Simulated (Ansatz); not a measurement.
Consider BP in the rock salt structure (space group Fm-3m, No. 225; a = 4.289 Å; a hypothetical phase, not in the database extracts checked; relaxed with 0.1 eV smearing). Axes: x, y, z lie along the cube axes.

Computed with PBEsol (Ansatz, an electronic-structure program), scalar-relativistic without spin-orbit coupling.

Modification: uniaxial strain ε_zz = −2.80 %, all other strain components held at zero, atoms relaxed at fixed cell.

Problem. Predict the stress tensor and what it implies for the stiffness.

Solution. Stress of the strained cell less that of the base (GPa, compression positive):
```
    3.9     0.0     0.0
    0.0     3.9     0.0
    0.0     0.0     8.2
```

Then −Δσ_ii/ε with ε = -0.0280 gives secant stiffness values (nonlinear terms included at this strain): C33 ≈ 291 GPa, C13 ≈ 140 GPa and C23 ≈ 140 GPa.

As a check, the harmonic strain energy −½ V₀ Δσ:ε is 7.0 meV/atom; the computed energy rise is 6.7 meV/atom.

No phonon test of stability was made. All final runs are without spin polarisation.
